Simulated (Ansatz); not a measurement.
Ansatz (a quantum-chemistry and plane-wave program) run on K₂Pd (P4mm, 3 atoms in the cell): self-consistent single point.

Method of the run: PBEsol, default PAW files made with PBE (plane waves; Ansatz).

The change in words: lattice scaled by 0.98; basis.ecutrho_ratio: default → 12. Reference geometry:
```
CELL_PARAMETERS angstrom
      5.68409     0.00000     0.00000
      0.00000     5.68409     0.00000
      0.00000     0.00000     3.67632
ATOMIC_POSITIONS crystal
  K  0.00000 0.50000 0.50000
  K  0.50000 0.00000 0.50000
  Pd 0.00000 0.00000 0.01360
```

Reference input (self-consistent single point, DFT, PBEsol, plane waves, default PAW files made with PBE): basis.ecutwfc = 420 eV; kpoints.mp_grid.grid = 6 6 9; hamiltonian.xc = pbesol; hamiltonian.pseudopotentials = {kind: paw} (the program's default PAW files); scf.occupations.method = fermi_dirac; scf.occupations.width = 0.1 eV. This run's input differs from it in these lines:

Ansatz 0.2 input:
```diff
@@ -3,5 +3,5 @@
   lattice:
-    - [5.684091, 0.000000, 0.000000]
-    - [0.000000, 5.684091, 0.000000]
-    - [0.000000, 0.000000, 3.676316]
+    - [5.570409, 0.000000, 0.000000]
+    - [0.000000, 5.570409, 0.000000]
+    - [0.000000, 0.000000, 3.602790]
   atoms:
@@ -12,2 +12,3 @@
   ecutwfc: 420.0
+  ecutrho_ratio: 12
 kpoints:
```

Output (repeated stretches shortened):

```
SCF iter   1: F=—  HF=-9938.033837 eV  |F-HF|=—  |Δ(HF+E_count)|=         —  Δρ=5.16e-3  dr2=4.47e-2  ethr=1.77e-3  ⟨swp⟩=5.5  Hψ=4951  notcnv=0
all-band conjugate gradients solve this SCF's bands
preconditioner: auto → LDOS
SCF iter   2: F=—  HF=-9938.040966 eV  |F-HF|=—  |Δ(HF+E_count)|=   7.13e-3  Δρ=7.84e-3  dr2=8.12e-2  ethr=1.24e-4  ⟨swp⟩=2.0  Hψ=2521  notcnv=0
SCF iter   3: F=—  HF=-9938.027925 eV  |F-HF|=—  |Δ(HF+E_count)|=   1.30e-2  Δρ=1.78e-3  dr2=4.17e-3  ethr=1.24e-4  ⟨swp⟩=2.0  Hψ=2078  notcnv=0
SCF iter   4: F=—  HF=-9938.027235 eV  |F-HF|=—  |Δ(HF+E_count)|=   6.90e-4  Δρ=1.83e-4  dr2=4.04e-5  ethr=1.16e-5  ⟨swp⟩=2.0  Hψ=1564  notcnv=0
SCF iter   5: F=—  HF=-9938.027236 eV  |F-HF|=—  |Δ(HF+E_count)|=   1.10e-6  Δρ=3.04e-5  dr2=1.24e-6  ethr=1.12e-7  ⟨swp⟩=2.6  Hψ=1995  notcnv=0
SCF iter   6: F=-9938.027237 eV  HF=-9938.027237 eV  |F-HF|=3.20e-8  |Δ(HF+E_count)|=   6.05e-7  Δρ=6.93e-6  dr2=8.84e-8  ethr=2.78e-10  ⟨swp⟩=5.4  Hψ=4848  notcnv=0
SCF 1 converged in 6 iterations: F = -9938.027237 eV  dr2 = 8.84e-8
Free energy (F): -9938.027237 eV
Internal energy: -9937.981366 eV  (E = F + TS)
E sigma→0 (E₀):  -9938.004301 eV
Entropy (-TS):   -0.045871 eV (-15.290 meV/atom)
Fermi energy:    5.245742 eV
--- Forces (eV/Å), atoms counted from 1 ---
  atom   1  K      0.00000000     0.00000000     0.02400343
  atom   2  K      0.00000000     0.00000000     0.02400343
  atom   3  Pd    -0.00000000     0.00000000    -0.04800736
--- Stress (GPa, compression-positive) ---
       -0.043554      -0.000000      -0.000000
       -0.000000      -0.043554      -0.000000
       -0.000000      -0.000000      -0.982602
  P = ⅓ Tr σ = -0.3566 GPa (-3.566 kbar)
  The stress holds the Pulay correction. Without it, at fixed plane waves, as pw.x and ABINIT print it: P = -0.3620 GPa
```

The run converged in 6 iterations. Against the reference run the free energy falls by 10.1 meV/atom, the pressure goes from -0.99 to -0.36 GPa and the largest force goes from 0.040 to 0.048 eV/Å.

The starting cell comes from a database of computed structures (which also holds hypothetical and non-ambient phases and stackings), without a prior relaxation at this level. Its lattice was rescaled by up to half a per cent. One atom was moved a little off its site on purpose. For this run, on top of that: lattice scaled by 0.98. Spin polarisation is off. Ansatz's pressure includes its estimate of the finite-basis (Pulay) stress.
